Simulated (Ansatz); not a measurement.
Worked example: relaxation of cell and atoms of Zr2Au (I4/mmm, 3 atoms in the cell) in Ansatz (a quantum-chemistry and plane-wave program).

Method of the run: PBEsol, default PAW files made with PBE (plane waves; Ansatz).

The change in words: atoms on their sites; basis.ecutwfc: 420 eV → 210 eV; relax: default → cell and atoms. Reference geometry:
```xyz
3
Lattice="-1.6551 1.6551 5.8430 1.6551 -1.6551 5.8430 1.6551 1.6551 -5.8430" Properties=species:S:1:pos:R:3 pbc="T T T"
Zr     0.0000     0.0000     7.7592
Zr     0.0000     0.0000     3.9767
Au     0.0000     0.0000     0.0000
```

Reference input (self-consistent single point, DFT, PBEsol, plane waves, default PAW files made with PBE): basis.ecutwfc = 420 eV; kpoints.mp_grid.grid = 8 8 8; hamiltonian.xc = pbesol; hamiltonian.pseudopotentials = {kind: paw} (the program's default PAW files); scf.occupations.method = fermi_dirac; scf.occupations.width = 0.1 eV. This run's input differs from it in these lines:

Ansatz 0.2 input:
```diff
@@ -6,3 +6,3 @@
   atoms:
-    - { symbol: Zr, position_ang: [0.00000000, -0.00000000, 7.75919352] }
+    - { symbol: Zr, position_ang: [-0.00000000, 0.00000000, 7.70918955] }
     - { symbol: Zr, position_ang: [-0.00000000, 0.00000000, 3.97671245] }
@@ -10,3 +10,3 @@
 basis:
-  ecutwfc: 420.0 eV
+  ecutwfc: 210.0 eV
 kpoints:
@@ -18,2 +18,4 @@
   occupations: { method: fermi_dirac, width: 0.1 eV }
+relax:
+  cell: {}
 output:
```

Output (repeated stretches shortened):

```
   [... SCF lines of the steps left out ...]
relax step   1: F+E_penalty+E_count = -21257.51855796 eV  Δ(F+E_penalty+E_count) = +0.000e0 eV  max|allowed force component| = 4.347e-1 eV/Å  Δτ_max = 0.0000 Å  P = -1.825 GPa  Ω = 64.026 Å³  (7 SCF iters, dr2 threshold 1.00e-7 eV, accepted)
relax step   2: F+E_penalty+E_count = -21259.39895457 eV  Δ(F+E_penalty+E_count) = -1.880e0 eV  max|allowed force component| = 1.757e0 eV/Å  Δτ_max = 0.1150 Å  P = +28.806 GPa  Ω = 60.757 Å³  energy of the carried Pulay correction = +2.306e0 eV  (7 [...]
   [... lines left out ...]
relax step 120: F+E_penalty+E_count = -21257.58420284 eV  Δ(F+E_penalty+E_count) = -3.782e-3 eV  max|allowed force component| = 3.826e-4 eV/Å  Δτ_max = 0.0000 Å  P = -0.005 GPa  Ω = 63.015 Å³  energy of the carried Pulay correction = +3.779e-3 eV  [...]
relax step 121: F+E_penalty+E_count = -21257.58767377 eV  Δ(F+E_penalty+E_count) = -3.471e-3 eV  max|allowed force component| = 1.013e-3 eV/Å  Δτ_max = 0.0000 Å  P = -0.029 GPa  Ω = 63.015 Å³  stress off target by 6.49e-2 GPa  SCF on the basis [...]
basis re-selected at this cell: Δ(F+E_penalty+E_count) = -3.471e-3 eV, ΔP = -0.024 GPa vs the last step
   [... lines left out ...]
Free energy (F): -21257.587674 eV
Fermi energy:    16.057391 eV
Error: variable-cell relaxation did not converge after 121 `relax_step` rows, as none of its last 53 fresh-basis SCF(s) at a relaxed cell met both thresholds with a finite energy. The last misses `relax.cell.stress_tol`: largest allowed force component 1.01e-3 eV/Å (`relax.f_tol` 1.00e-2 eV/Å), stress off the target on the free part of the cell 6.49e-2 GPa (`relax.cell.stress_tol` 5.00e-2 GPa), F+E_penalty+E_count -21257.58767377 eV. The closest is row 117, whose structure comes with this error. Larger ratio of force or stress to its threshold at each such SCF whose figures are numbers: 45.292, 29.580, 17.598, 19.893, 19.174, 18.244, 15.448, 15.262, 13.285, 12.269, 12.585, 11.335, [...]
   [... lines left out ...]
to start a new deck from the relaxed geometry:
  cell:  # Å, volume = 63.0223 Å³
    - [-1.6219450453473696, 1.6219450453473696, 5.989108514255052]
    - [1.6219450453473696, -1.6219450453473696, 5.989108514255052]
    - [1.6219450453473696, 1.6219450453473696, -5.989108514255052]
  atoms:
    - { symbol: Zr, position: [0.6624219900515271, 0.6624219900515271, -1.7972321250851244e-35] }
    - { symbol: Zr, position: [0.3375780099484723, 0.3375780099484723, -3.2731292162776606e-36] }
    - { symbol: Au, position: [-1.0012362284690904e-19, -1.0012362284690906e-19, -1.7707959358203291e-35] }
```

The relaxation ended unconverged. 

The starting cell comes from a database of computed structures (which also holds hypothetical and non-ambient phases and stackings), without a prior relaxation at this level. Its lattice was rescaled by up to half a per cent. The cutoff lies below the one recommended for these files.

Cost on one core of a shared machine: roughly 2 min.
